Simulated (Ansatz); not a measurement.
Migration barriers of interstitials in metallic hosts: PBE bands (Ansatz, a first-principles code, plane waves to 420 eV, PAW, climbing-image NEB) beside the CHGNet universal potential on its own band (it has no charge state). Forward barriers of single hops from the lowest site run, static nuclei, no finite-size correction. The rows are a random draw from the bands that converged and passed our checks of state and shape. Saddle orders were checked for a part of the study's bands only and are not shown. Spin-orbit coupling is left out.

```
Defect                                           Route  Hop (Å), direction in the unit cell  End over start, densest mesh run (eV)        Cell and PBE mesh  CHGNet k-points  PBE (eV)  CHGNet (eV)
-----------------------------------  -----------------  -----------------------------------  -------------------------------------  -----------------------  ---------------  --------  -----------
interstitial B in bcc Nb, charge 0    B moves farthest       1.65 along (0.00, 0.00, -0.50)                                   0.00  36 sites, 2×2×3 shifted             none      0.91         0.63
interstitial C in fcc Pt, charge 0    C moves farthest     1.72 along (-0.25, -0.25, -0.25)                                   0.13  32 sites, 2×2×2 shifted             none      1.10            ?
interstitial N in bcc Nb, charge 0    N moves farthest       1.65 along (0.00, 0.00, -0.50)                                   0.00  36 sites, 2×2×3 shifted             none      1.29         0.56
interstitial Cl in fcc Rh, charge 0  Cl moves farthest      1.67 along (0.25, -0.25, -0.25)                                   0.86  32 sites, 2×2×2 shifted             none      1.87         0.89
interstitial O in fcc Rh, charge 0    O moves farthest      1.66 along (-0.25, 0.25, -0.25)                                   0.77  32 sites, 2×2×2 shifted             none      1.49         0.57
interstitial N in fcc Rh, charge 0    N moves farthest     1.66 along (-0.25, -0.25, -0.25)                                   0.26  32 sites, 2×2×2 shifted             none      1.34            ?
```

Question: Complete the blanks.

Answer: 
- interstitial N in fcc Rh, charge 0, CHGNet (eV): 1.05
- interstitial C in fcc Pt, charge 0, CHGNet (eV): 0.55
